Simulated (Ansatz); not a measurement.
System: CaO (model structure, F-43m, No. 216, 2 atoms in the cell). Method: PBEsol in Ansatz (plane waves, PAW).

Numerical settings: plane-wave cutoff 520 eV, 12×12×12 k mesh, Fermi–Dirac smearing 0.01 eV, scalar-relativistic PAW data made under PBE.

Cell (relaxed at this level):

```xyz
2
Lattice="0.0000 2.5899 2.5899 2.5899 0.0000 2.5899 2.5899 2.5899 0.0000" Properties=species:S:1:pos:R:3 pbc="T T T"
Ca     0.0000     0.0000     0.0000
O      1.2949     1.2949     1.2949
```

Question: Give the computed band gap and bulk modulus.

Answer: 
- band gap = 3.27 eV (on the SCF k mesh)
- bulk modulus = 81.9 GPa

Note: the bulk modulus is −V dP/dV from two relaxed cells at ±2 % in volume; the relaxation could raise the start's symmetry but not lower it, so the cell can be a saddle point.

Computed values are for the static lattice.

A model structure was made by putting elements into a prototype or built by hand; it is no filed structure, need not be a known phase, and can be a saddle point held by its symmetry.

Ansatz is a first-principles code.
